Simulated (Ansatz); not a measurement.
Consider SnSe2 in the CdI2 type structure (space group P-3m1, No. 164; layered, stacked along the Cartesian z axis).

```xyz
3
Lattice="3.8258 0.0000 0.0000 -1.9129 3.3133 0.0000 0.0000 0.0000 6.2309" Properties=species:S:1:pos:R:3 pbc="T T T"
Sn     0.0000     0.0000     0.0000
Se     0.0000     2.2088     1.5760
Se     1.9129     1.1044     4.6549
```

Cartesian axes are those of the cell as printed.

Calculations: r2SCAN+rVV10/PAW in Ansatz (a first-principles code), no spin-orbit coupling.

Base values:

The pressure comes out as 0.00 GPa and the smallest direct gap comes out as 1.49 eV.

One thing is altered: the symmetric strain tensor [-0.0123 -0.0139 -0.0048; -0.0139 -0.0072 -0.0086; -0.0048 -0.0086 -0.0049]; the atoms relax in the strained cell.

Q: What does the calculation give for the pressure after the change?

A: The pressure (mean of the normal stresses, compression positive) goes from zero to 1.19 GPa.

Q: How does this affect the energy relative to the base?

A: The energy increases by 5.6 meV/atom.

Q: What happens to the largest internal atomic displacement?

A: The largest internal atomic displacement amounts to 0.027 Å.

Q: How does this affect the smallest direct gap?

A: The smallest direct gap is nearly the same (1.49 eV against 1.48 eV).

Whether these cells are dynamically stable was not tested.
